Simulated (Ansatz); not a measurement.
## A constructed model of the (0001) surface of hcp Os, a layer of Nb in place of the second plane (bottom of the slab: a bare face, its two planes held)

Method: PBE (plane waves to 420 eV, PAW; Ansatz, a first-principles code).

Slab: 6 atoms, 11.1 Å thick at the start; k 16x16x1, smearing 0.1 eV, dipole-corrected; 2 atoms held, the rest relaxed; symmetry of the start imposed; no spin, no spin-orbit, no U. It is one candidate, not shown to be the stable structure of the face.

The work function of the top face is 4.95 eV and the energy released by relaxation comes out as 0.050 eV. The cost is roughly 2.8 core-minutes.
